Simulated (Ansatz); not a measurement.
Results of rVV10 (Ansatz, a program for electronic structure, plane waves, PAW) for AlB2-type MgB2.

Settings: plane-wave cutoff 520 eV, 24×24×16 k mesh (along the axes of the cell as run), Fermi–Dirac smearing 0.05 eV, scalar-relativistic PAW data made under PBE.

Properties against volume:

Shape and atoms are relaxed at each volume.

```tsv
V (Å³/atom)	P (GPa)	c (Å)	a (Å)
9.216	6.25	3.453	3.041
9.408	2.98	3.487	3.057
9.600	0.00	3.520	3.074
9.792	-2.71	3.553	3.090
9.984	-5.18	3.586	3.106
```

Note: the bulk modulus comes from volumes at which shape and atoms were relaxed.
